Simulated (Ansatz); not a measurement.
End structure of the (20-21) surface of hcp Hf in its 1x1 cell, outermost plane spacing 0.22 Å in the ideal cut:

```
CELL_PARAMETERS angstrom
      3.20485     0.00000     0.00000
     -1.60243    10.50769     0.00000
      0.00000     0.00000    26.00000
ATOMIC_POSITIONS crystal
  Hf 0.54145 0.08286 0.32106
  Hf 0.91969 0.83928 0.32793
  Hf 0.77790 0.55578 0.36898
  Hf 0.14954 0.29896 0.37872
  Hf 0.01221 0.02443 0.41912
  Hf 0.38442 0.76874 0.42516
  Hf 0.24562 0.49124 0.46806
  Hf 0.61728 0.23452 0.47957
  Hf 0.47574 0.95152 0.52043
  Hf 0.84740 0.69480 0.53194
  Hf 0.70860 0.41730 0.57484
  Hf 0.08081 0.16161 0.58088
  Hf 0.94348 0.88707 0.62128
  Hf 0.31511 0.63026 0.63102
  Hf 0.17333 0.34676 0.67207
  Hf 0.55157 0.10317 0.67894
```

Set-up: 16 atoms, 9.6 Å thick at the start (thin: gaps and levels are the slab's own); mesh 12x4x1; 0.1 eV smearing; dipole correction on; single point; on the structure that PBE left under its start's symmetry; no spin, no spin-orbit, no U.

What work function of the top face does r2SCAN, at the PBE geometry run with Ansatz (an electronic-structure program) give?

3.88 eV

What surface energy (mean of both faces) does r2SCAN, at the PBE geometry give?

2.04 J/m²
